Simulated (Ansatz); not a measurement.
Cost and result by functional for the surface energy of the (100) surface of fcc Al in its 1x1 cell, outermost plane spacing 2.02 Å in the ideal cut, in Ansatz (plane waves, PAW). Single points on the PBE structure, on one kind of machine; costs are rough ratios of the slab run's core time (references not counted) to the cheapest single point. r2SCAN's cost holds its higher cutoff (500 against 420 eV). Differences are taken against r2SCAN for comparison alone: no measured value is at hand, so the table doesn't rank accuracy.

Set-up: 6 atoms, 10.1 Å thick at the start (thin: gaps and levels are the slab's own); mesh 13x13x1; 0.1 eV smearing; dipole correction on; all atoms relaxed; held to the start's symmetry, so lower structures may exist; no spin, no spin-orbit, no U. These notes are the PBE run's.

```
functional                     relative cost  surface energy (J/m²)  less r2SCAN (J/m²)
-----------------------------  -------------  ---------------------  ------------------
LDA                                        1                   1.08                0.02
PBEsol                                     1                   1.07                0.01
RPBE                                       1                   0.83               -0.23
r2SCAN                                     2                   1.06                0.00
PBE (the relaxed run's value)              –                   0.92               -0.15
```

The values span 0.25 J/m², while the single points' costs differ by a factor of roughly 2. Differences are of unrounded values.

Ansatz is a first-principles code.
